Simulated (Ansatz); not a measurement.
Input and output of a self-consistent single point for Nb3Sn (Pm-3n, 8 atoms in the cell) (Ansatz, a first-principles code).

Level of theory: PBE with spin-orbit coupling (plane waves, PAW; Ansatz).

```xyz
8
Lattice="5.2442 0.0000 0.0000 0.0000 5.2442 0.0000 0.0000 0.0000 5.2442" Properties=species:S:1:pos:R:3 pbc="T T T"
Nb     1.3110     0.0000     2.6221
Nb     3.9331     0.0000     2.6221
Nb     2.6221     3.9331     0.0000
Nb     2.6221     1.3110     0.0000
Nb     0.0000     2.6221     3.9331
Nb     0.0000     2.6221     1.3110
Sn     0.0000     0.0000     0.0000
Sn     2.6221     2.6221     2.6221
```

Reference input (self-consistent single point, DFT, LDA (PW92), plane waves, default PAW files made with PBE): basis.ecutwfc = 420 eV; kpoints.mp_grid.grid = 4 4 4; kpoints.mp_grid.shift = 0.5 0.5 0.5; hamiltonian.xc = lda; hamiltonian.pseudopotentials = {kind: paw} (the program's default PAW files); scf.occupations.method = cold; scf.occupations.width = 0.2 eV. This run's input differs from it in these lines:

Ansatz 0.2 input:
```diff
@@ -19,4 +19,7 @@
 hamiltonian:
-  xc: lda
+  xc: pbe
   pseudopotentials: { kind: paw }
+magnetization:
+  noncollinear: true
+  spin_orbit: true
 scf:
```

Output (repeated stretches shortened):

```
SCF iter   1: F=—  HF=-39376.078283 eV  |F-HF|=—  |Δ(HF+E_count)|=         —  Δρ=6.59e-2  dr2=6.65e0  dr2_m=0.00e0 (ungated)  ethr=3.10e-3  |M|=0.00e0 ∫|m|=0.00e0 μB  |m|>n=0.0e0 m-floor=0.0e0 τ_xc=0.0e0  β_m=0.30  ⟨swp⟩=5.8  Hψ=1232  notcnv=0
all-band conjugate gradients solve this SCF's bands
preconditioner: auto → Kerker (q_TF=auto, 2.592 Å⁻¹)
spin=Noncollinear: Kerker preconditioning applied to the charge; magnetization (m_x, m_y, m_z) channels mix plain (no charge-response kernel on spin).
   [... lines left out ...]
SCF iter   7: F=—  HF=-39373.665930 eV  |F-HF|=—  |Δ(HF+E_count)|=   1.36e-4  S|Δr|=    0.00e0  Δρ=1.14e-5  dr2=1.74e-7  dr2_m=0.00e0 (ungated)  ethr=7.22e-9  |M|=0.00e0 ∫|m|=0.00e0 μB  |m|>n=0.0e0 m-floor=0.0e0 τ_xc=0.0e0  β_m=0.98  ⟨swp⟩=2.0  [...]
SCF iter   8: F=-39373.665930 eV  HF=-39373.665930 eV  |F-HF|=5.09e-11  |Δ(HF+E_count)|=   2.12e-9  S|Δr|=    0.00e0  Δρ=1.61e-6  dr2=2.27e-9  dr2_m=0.00e0 (ungated)  ethr=9.43e-11  |M|=0.00e0 ∫|m|=0.00e0 μB  |m|>n=0.0e0 m-floor=0.0e0 τ_xc=0.0e0  [...]
SCF 1 converged in 8 iterations: F = -39373.665930 eV  dr2 = 2.27e-9
Stability not checked (fill_not_monotonic)
Magnetization: |M| = 0.0000 μB,  M = (+0.0000, +0.0000, +0.0000) μB
Absolute magnetization: 0.0000 μB (∫|m|)
  site 0: m = (+0.0000, +0.0000, +0.0000) μB, |m| = 0.0000 μB  (R = 1.08 Å)
  site 1: m = (+0.0000, +0.0000, +0.0000) μB, |m| = 0.0000 μB  (R = 1.08 Å)
  site 2: m = (+0.0000, +0.0000, +0.0000) μB, |m| = 0.0000 μB  (R = 1.08 Å)
  site 3: m = (+0.0000, +0.0000, +0.0000) μB, |m| = 0.0000 μB  (R = 1.08 Å)
  site 4: m = (+0.0000, +0.0000, +0.0000) μB, |m| = 0.0000 μB  (R = 1.08 Å)
   [... lines left out ...]
Free energy (F): -39373.665930 eV
Fermi energy:    17.704108 eV
   [... lines left out ...]
  atom   1  Nb    -0.00000000     0.00000000     0.00000000
   [... zero for the other atoms too ...]
--- Stress (GPa, compression-positive) ---
        7.659920       0.000000       0.000000
       -0.000000       7.659920       0.000000
        0.000000       0.000000       7.659920
  P = ⅓ Tr σ = 7.6599 GPa (76.599 kbar)
  The stress holds the Pulay correction. Without it, at fixed plane waves, as pw.x and ABINIT print it: P = 7.6081 GPa
```

The run converged in 8 iterations. Against the reference run the pressure goes from -2.26 to 7.66 GPa.

The starting cell comes from a database of computed structures (which also holds hypothetical and non-ambient phases and stackings), without a prior relaxation at this level. Its lattice was rescaled by a random factor within 2.5 % of one. With a pressure of about 8 GPa the cell is away from its equilibrium volume at this level. Ansatz's pressure includes its estimate of the finite-basis (Pulay) stress.
